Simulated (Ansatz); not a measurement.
Worked example: zone-centre phonon calculation of Ta₃Ru (Cmmm, 4 atoms in the cell) in Ansatz (a program for electronic structure).

Level of theory: LDA (PW92), default PAW files made with PBE (plane waves; Ansatz).

```yaml
crystal:
  lattice:
    - [1.66909, -2.34231, 0.00000]
    - [1.66909, 2.34231, 0.00000]
    - [0.00000, 0.00000, 8.81420]
  atoms:
    - { symbol: Ta, position: [0.50000, 0.50000, 0.76388] }
    - { symbol: Ta, position: [0.50000, 0.50000, 0.23612] }
    - { symbol: Ta, position: [0.00000, 0.00000, 0.50000] }
    - { symbol: Ru, position: [0.00000, 0.00000, 0.00000] }
```

Reference input (self-consistent single point, DFT, PBEsol, plane waves, default PAW files made with PBE): kpoints.mp_grid.grid = 12 12 4; hamiltonian.xc = pbesol; hamiltonian.pseudopotentials = {kind: paw} (the program's default PAW files); scf.occupations.method = gaussian; scf.occupations.width = 0.05 eV. This run's input differs from it in these lines:

Ansatz 0.2 input:
```diff
@@ -11,5 +11,5 @@
 kpoints:
-  mp_grid: { grid: [12, 12, 4] }
+  mp_grid: { grid: [8, 8, 3] }
 hamiltonian:
-  xc: pbesol
+  xc: lda
   pseudopotentials: { kind: paw }
@@ -17,6 +17,4 @@
   occupations: { method: gaussian, width: 0.05 }
-output:
-  forces: true
-  eigenvalues: true
-  stress: true
+phonons:
+  method: dfpt
```

Output (repeated stretches shortened):

```
SCF iter   1: F=—  HF=-34806.398837 eV  |F-HF|=—  |Δ(HF+E_count)|=         —  Δρ=3.03e-2  dr2=2.60e0  ethr=1.77e-3  ⟨swp⟩=4.6  Hψ=4824  notcnv=0
all-band conjugate gradients solve this SCF's bands
preconditioner: auto → Kerker (q_TF=auto, 2.628 Å⁻¹)
SCF iter   2: F=—  HF=-34806.323310 eV  |F-HF|=—  |Δ(HF+E_count)|=   7.55e-2  Δρ=1.13e-2  dr2=4.73e-1  ethr=1.77e-3  ⟨swp⟩=1.0  Hψ=1722  notcnv=0  defer=1
   [... lines left out ...]
SCF iter   7: F=—  HF=-34806.303601 eV  |F-HF|=—  |Δ(HF+E_count)|=   3.94e-6  Δρ=3.89e-6  dr2=9.67e-9  ethr=1.13e-9  ⟨swp⟩=2.1  Hψ=1706  notcnv=0  defer=39
SCF iter   8: F=—  HF=-34806.303601 eV  |F-HF|=—  |Δ(HF+E_count)|=   3.31e-9  Δρ=5.96e-7  dr2=3.79e-10  ethr=1.76e-11  ⟨swp⟩=2.0  Hψ=2112  notcnv=0  defer=39
SCF iter   9: F=—  HF=-34806.303601 eV  |F-HF|=—  |Δ(HF+E_count)|=  9.46e-11  Δρ=1.28e-7  dr2=1.94e-11  ethr=1.00e-12  ⟨swp⟩=2.1  Hψ=2233  notcnv=0  defer=39
SCF iter  10: F=-34806.303601 eV  HF=-34806.303601 eV  |F-HF|=7.28e-12  |Δ(HF+E_count)|=  7.28e-12  Δρ=2.19e-8  dr2=3.50e-13  ethr=1.00e-12  ⟨swp⟩=8.4  Hψ=5961  notcnv=0
SCF 1 converged in 10 iterations: F = -34806.303601 eV  dr2 = 3.50e-13
DFPT response loops at Γ: preconditioner auto → Kerker (q_TF=auto, 2.628 Å⁻¹) (partly filled bands, converged f_vac=0.000) …
Free energy (F): -34806.303601 eV
Internal energy: -34806.299314 eV  (E = F + TS)
E sigma→0 (E₀):  -34806.301458 eV
Entropy (-TS):   -0.004287 eV (-1.072 meV/atom)
Fermi energy:    19.028756 eV
--- Phonons (Γ-DFPT): 9 representative perturbations + reference, on 42 of 192 k-points (Σ response iterations 28) ---
  k mesh reduced under 4 symmetry operations, with k and −k counted as one. Each operation leaves every solved displacement unchanged or reverses it
  ASR residual: 4.599e-5 → 0.000e0 eV/Å²; symmetrization residual: 2.235e-5 eV/Å²
  ASR residual per site (eV/Å²): 1.96e-5 1.96e-5 3.33e-5 4.60e-5
  Γ frequencies (cm⁻¹): 0.00 0.00 0.00 73.86 80.41 86.22 96.50 133.35 135.27 139.59 148.95 162.80
  non-analytic LO–TO correction: not included (Born effective charges unavailable; polar crystals: no LO–TO splitting at Γ)
```

The run converged in 10 iterations. 

Summary of the result:
| Quantity | Value |
|---|---|
| Free energy E − TS (on the zero of these files) | -34806.3036 eV |
| Fermi level (on the code's own zero) | 19.03 eV |
| Zone-centre frequencies (cm⁻¹; negative means imaginary) | 0, 0, 0, 74, 80, 86, 96, 133, 135, 140, 149, 163 |

The starting cell comes from a database of computed structures (which also holds hypothetical and non-ambient phases and stackings), without a prior relaxation at this level. Spin polarisation is off.

Cost on one core of a shared machine: roughly 80 s.
